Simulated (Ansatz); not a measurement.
Base system: LaAs in the rock salt structure (space group Fm-3m, No. 225; a = 6.201 Å; a model cell).

Calculations: r2SCAN/PAW in Ansatz (a quantum-chemistry and plane-wave program), scalar-relativistic without spin-orbit coupling.

One change was made to it. Results:

The shortest interatomic distance falls by 0.250 Å to 2.851 Å; the band gap changes from 0.08 eV to zero.

Problem. Which change produced these results?
A) As → P
B) As → B
C) La → Ba

Solution. B, As → B. For comparison, the shortest interatomic distance in the other runs: La → Ba gives 3.355 Å; As → P gives 3.036 Å.

Whether these cells are dynamically stable was not tested. As relaxed here, LaB and BaAs are hypothetical phases, not in the database extracts checked. All final runs are without spin polarisation. An odd electron count without spin: BaAs. A zero or small gap of LaAs and LaP can be the functional's error rather than a property of the material.
